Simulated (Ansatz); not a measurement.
Base system: ZrN in the rock salt structure (space group Fm-3m, No. 225; a = 4.552 Å).

All numbers come from DFT with PBEsol, PAW potentials and a 420 eV plane-wave cutoff in Ansatz (an electronic-structure program), no spin-orbit coupling.

Base values:

Pressure: 0.0 GPa

One thing is altered: an isotropic linear strain of +5.01 %, atoms relaxed at fixed cell.

Q: What does the calculation give for the energy relative to the base and pressure after the change?

A: The energy grows by 190 meV/atom; the pressure goes from zero to -28.7 GPa.

Stability against distortions was not tested. The final runs are not spin-polarised. An odd electron count without spin: ZrN.
